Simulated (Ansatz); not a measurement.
**Gd on the Hf site (monoclinic HfO2 host)**

The numbers are results of PBE, PAW (plane waves to 420 eV; Ansatz, an electronic-structure program), not measurements. A 2×2×2 supercell of 96 sites was used; the energies come from a 2×2×2 shifted sampling of its zone. Site at the start: the Hf site. Charged cells carry a point-charge image correction with potential alignment at far atoms. Dielectric constants: PBE linear response of the host. Host gap at this level: 4.04 eV. Finite-size and sampling errors can reach tenths of an eV here. Levels are measured in PBE's own, too narrow, gap. Spin–orbit coupling is left out, which matters for these heavy elements, and no Hubbard U is applied to the open shells. Each state is the lowest found from its start.

```tsv
charge	moment (μB)	point group	largest move off a lattice site (Å)	image correction with alignment (eV)
+1†	5.0	–	0.16	-0.02
0†	6.0	–	0.16	0.00
−1	7.0	C1	0.17	0.11
−2†	fractional	–	0.17	0.33
```

† Not settled in this cell, so no level is given: charge +1: carriers not clearly localised, level within 0.1 eV of a band edge or past it; charge 0: carriers not clearly localised, level within 0.1 eV of a band edge or past it; charge −2: fractional moment, a level filled in part, carriers not clearly localised, level within 0.1 eV of a band edge or past it.

Point groups are those of the whole cell at tolerances of 0.03 and 0.1 Å ("near" where only the looser one holds); none is given for unsettled states.

Starting moments that weren't kept: charge −2 began with 6 μB and ended with 6.9.

Flagged in the runs: a host whose relaxation on this sampling wasn't shown to rest, a strain field that reaches the edge of the cell.

All states together cost about 12 core-hours (a rough figure).
